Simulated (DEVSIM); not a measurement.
System: abrupt Si n-p junction, at 300 K.

Layer 1 from the left is Si, thickness (μm) 25.0, Nd (cm⁻³) 6.1e17, τn (s) 1.2e-5, τp (s) 1.2e-5. Layer 2 from the left is Si, thickness (μm) 140, Na (cm⁻³) 4.4e16, τn (s) 1.2e-5, τp (s) 1.2e-5.

Left contact: ohmic. Right contact: ohmic. Voltage is applied to the left contact. Recombination: SRH at mid-gap. Mobility is constant in doping.

The device is made up for the run: typed textbook-type constants, with dimensions and the other settings drawn at random. Values at 300 K.

Si: gap (eV) 1.124, affinity (eV) 4.05, permittivity 11.7, Nc (cm⁻³) 2.86e19, Nv (cm⁻³) 3.1e19, μn (cm²/Vs) 1417, μp (cm²/Vs) 470.

Model (solved in DEVSIM): 1D drift-diffusion, Boltzmann statistics, complete ionisation; no tunnelling, impact ionisation, image-force lowering or self-heating.

Dark forward current:

| |V| (V) | |J| (A/cm²) |
|---|---|
| 0.05 | 1.659e-10 |
| 0.10 | 6.227e-10 |
| 0.15 | 2.105e-9 |
| 0.20 | 7.864e-9 |
| 0.25 | 3.537e-8 |
| 0.30 | 1.915e-7 |
| 0.35 | 1.177e-6 |
| 0.40 | 7.728e-6 |
| 0.45 | 5.230e-5 |
| 0.50 | 0.0003585 |
| 0.55 | 0.002470 |
| 0.60 | 0.01705 |
| 0.65 | 0.1173 |
| 0.70 | 0.7857 |
| 0.75 | 4.640 |
| 0.80 | 20.25 |
| 0.85 | 61.94 |
| 0.90 | 142.4 |
| 0.95 | 268.2 |
| 1.00 | 441.9 |
| 1.05 | 664.5 |
| 1.10 | 936.2 |
| 1.15 | 1257 |
| 1.20 | 1627 |
| 1.25 | 2046 |

### Question
Work out the local ideality factor n = ΔV / (kT/q · ln(J2/J1)) between the rows 0.15 and 0.20 V, 0.55 and 0.60 V, 1.20 and 1.25 V.

### Answer
kT/q = 25.85 mV. From 0.15 to 0.20 V: ln(7.864e-9/2.105e-9) = 1.318, n = 1.47. From 0.55 to 0.60 V: ln(0.01705/0.002470) = 1.932, n = 1.00, near the 1 of diffusion or emission over a barrier. From 1.20 to 1.25 V: ln(2046/1627) = 0.229, n = 8.44.

### Question
Estimate the current at 0.50 V from the Shockley equation with J0 = Σ q ni² D/(N L) coth(W/L), τ joining the SRH, radiative and Auger lifetimes that are on, and W taken as the whole layer.

### Answer
ni² = 1.16e20 cm⁻⁶; holes in the n layer: μ = 470 cm²/Vs, D = 12.1 cm²/s, τ = 1.20e-5 s, L = 121 μm, W/L = 0.21, term 1.50e-13 A/cm²; electrons in the p layer: μ = 1420 cm²/Vs, D = 36.6 cm²/s, τ = 1.20e-5 s, L = 210 μm, W/L = 0.67, term 1.26e-12 A/cm². J0 = 1.41e-12 A/cm², and J = J0 exp(qV/kT) = 0.000355 A/cm². The simulation gives 0.000358 A/cm², the same within the digits that matter. The estimate leaves out recombination in the depletion region and that region's share of W.
